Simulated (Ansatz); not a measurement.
The reference is CdTe in the zinc blende structure (space group F-43m, No. 216; a = 6.490 Å).

Calculations: PBEsol (Ansatz, a first-principles code, PAW, no spin-orbit coupling), earlier PAW set.

One change was made to it. Results:

| quantity | base | after |
|---|---|---|
| band gap | 0.65 eV | zero |
| shortest interatomic distance | 2.810 Å | 2.196 Å |

Q: What was done to the base?
A. Te → Se
B. Cd → Cu
C. Te → C

A: C, Te → C. For comparison, the shortest interatomic distance in the other runs: Cd → Cu gives 2.506 Å; Te → Se gives 2.634 Å.

Spin-orbit coupling, missing from the scalar runs, can matter with Te. Stability against distortions was not tested. As relaxed here, CdC and CuTe are hypothetical phases, not in the database extracts checked. All final runs are without spin polarisation. An odd electron count without spin: CuTe.
